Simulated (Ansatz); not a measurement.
# What Cu → Ru does to Cu3N

The parent structure is Cu₃N (space group Pm-3m, No. 221; a = 3.765 Å).

One thing is altered: every Cu is replaced by Ru; the structure is relaxed again.

The values are results of DFT with PBEsol, PAW potentials and a 420 eV plane-wave cutoff in Ansatz (a first-principles code), without spin-orbit coupling, earlier PAW set, not measurements. Γ-centred 12×12×12 mesh, Fermi–Dirac width 0.05 eV.

```csv
quantity,base,changed,shift
lattice parameter a,3.765 Å,3.901 Å,+0.136 Å
shortest interatomic distance,1.882 Å,1.950 Å,+0.068 Å
band gap,zero,zero,–
```

Final structure:

```
CELL_PARAMETERS angstrom
      3.90096     0.00000     0.00000
      0.00000     3.90096     0.00000
      0.00000     0.00000     3.90096
ATOMIC_POSITIONS crystal
  N  0.00000 0.00000 0.00000
  Ru 0.50000 0.00000 0.00000
  Ru 0.00000 0.00000 0.50000
  Ru 0.00000 0.50000 0.00000
```

Stability against distortions was not tested. As relaxed here, Ru3N is a hypothetical phase, not in the database extracts checked. The final runs are not spin-polarised. An odd electron count without spin: Ru3N. Ru3N has a high density of states at the Fermi level and may be magnetic at this level. Gaps under 0.05 eV, about the width of the smearing, are given as zero. A zero or small gap of Cu3N can be the functional's error rather than a property of the material.
